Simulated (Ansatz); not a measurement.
Start from SiC in the wurtzite structure (space group P6_3mc, No. 186; a = 3.0759 Å, c = 5.0477 Å).

The values are results of Kohn–Sham DFT with the PBEsol functional, run in Ansatz (a first-principles code) with PAW and 420 eV plane waves, no spin-orbit coupling, not measurements.

Before the change:

- Smallest direct gap = 3.86 eV
- Density = 3.22 g/cm³
- Electron mass = 0.26 mₑ along c, 0.43 mₑ across (at K)
- Valence-band top at Γ = 0.00, 0.00, -0.11 eV

One thing is altered: a hydrostatic pressure of 9 GPa.

Q: How does this affect the smallest direct gap?

A: The smallest direct gap rises by 0.07 eV, from 3.86 eV to 3.93 eV.

Q: How does this affect the density?

A: The density goes up by 0.12 g/cm³, from 3.22 g/cm³ to 3.34 g/cm³.

Q: Predict the new electron mass.

A: The electron mass changes from 0.26 mₑ along c, 0.43 mₑ across (at K) to 0.26 mₑ along c, 0.42 mₑ across (at K).

Q: Predict the new valence-band top at Γ.

A: The valence-band top at Γ (three highest levels, from the VBM) stays 0.00, 0.00, -0.11 eV.

Q: What does the calculation give for the valley order after the change?

A: The valley order (the lowest conduction-band minima on the path, energy above the VBM, named in the base's zone) comes out as K (1/3, 1/3, 0) 2.06 eV; M (1/2, 0, 0) 2.72 eV.

Load acts through the strain it causes; cell and atoms are relaxed under it. Effective masses come from finite differences of ±0.01 Å⁻¹. Stability against distortions was not tested. Competing high-pressure phases were not computed.
